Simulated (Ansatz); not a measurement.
An Ansatz (an electronic-structure program) input (DFT with r2SCAN, PAW potentials and a 500 eV plane-wave cutoff in Ansatz, no spin-orbit coupling):

Ansatz 0.2 input:
```yaml
crystal:
  lattice:
    - [0, 4.6110274984, 4.6110274984]
    - [4.6110274984, 0, 4.6110274984]
    - [4.6110274984, 4.6110274984, 0]
  atoms:
    - { symbol: Cs, position: [0.75, 0.75, 0.75] }
    - { symbol: Cs, position: [0.25, 0.25, 0.25] }
    - { symbol: Y, position: [0.5, 0.5, 0.5] }
    - { symbol: Ag, position: [0, 0, 0] }
    - { symbol: F, position: [0.7348894605, 0.2651105395, 0.2651105395] }
    - { symbol: F, position: [0.2651105395, 0.7348894605, 0.7348894605] }
    - { symbol: F, position: [0.2651105395, 0.7348894605, 0.2651105395] }
    - { symbol: F, position: [0.7348894605, 0.2651105395, 0.7348894605] }
    - { symbol: F, position: [0.2651105395, 0.2651105395, 0.7348894605] }
    - { symbol: F, position: [0.7348894605, 0.7348894605, 0.2651105395] }
basis: { ecutwfc: 500, ecutrho_ratio: 4, xc_grid: 4, fft_grid_basis: typed }
kpoints: { mp_grid: { grid: [6, 6, 6] } }
hamiltonian:
  xc: r2scan
  dispersion: none
  pseudopotentials: { kind: paw }
scf: { occupations: { method: fermi_dirac, width: 0.05 }, convergence: { dr2_threshold: 0.000000001 } }
output: { forces: true, stress: true }
checkpoint: { write: state.ck, write_every: 1000 }
```

### Question
Which symmetry and how many k-points will the program report, and about how many plane waves at Γ?

### Answer
Space group Fm-3m (ITA 225) with 48 operations, k-points 16 of 216, and 4957 plane waves at Γ.

Whether these cells are dynamically stable was not tested. The cell was made from Rb2YAgF6 by this change: Rb → Cs; the result is a model cell, its experimental status unchecked.
